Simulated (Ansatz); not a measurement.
L1₂ (Cu3Au-type) Ni3Al, treated with RPBE (Ansatz, a first-principles code, PAW).

Numerical settings: plane-wave cutoff 520 eV, 16×16×16 k mesh, Fermi–Dirac smearing 0.05 eV, spin-polarised with parallel moments, scalar-relativistic PAW data made under PBE.

Energies at three volumes about the minimum:

| V (Å³/atom) | E − E_lowest (meV/atom) |
|---|---|
| 11.413 | 2.53 |
| 11.646 | 0.00 |
| 11.879 | 2.35 |

Question: Fit a parabola by hand: where is the minimum, and what is the bulk modulus?

Answer: Slopes: (0.00 − 2.53)/(11.646 − 11.413) = -10.858 and (2.35 − 0.00)/(11.879 − 11.646) = 10.086 meV/Å³. Curvature E″ = 2 × (10.086 − (-10.858))/(11.879 − 11.413) = 89.888 meV/Å⁶. From the middle of the first interval, the slope vanishes at V0 = 11.5295 − (-10.858)/89.888 = 11.650 Å³/atom. B = V0 E″ = 11.650 × 89.888 meV/Å³ × 0.1602 GPa per meV/Å³ = 168 GPa. The full Birch–Murnaghan fit to all volumes gives V0 = 11.646 Å³/atom and B0 = 168 GPa.

Measured, for comparison: bulk modulus 174 GPa (temperature not stated, not corrected to a static lattice; as tabulated in Zarkevich et al. (2023), arXiv:2304.06869); equilibrium volume per atom 11.39 Å³/atom (temperature not stated, not corrected to a static lattice; as tabulated in Tensorial elastic properties and stability of interface states associated with …). Computed (rounded) less measured: bulk modulus -3 %, equilibrium volume per atom +2.3 %.
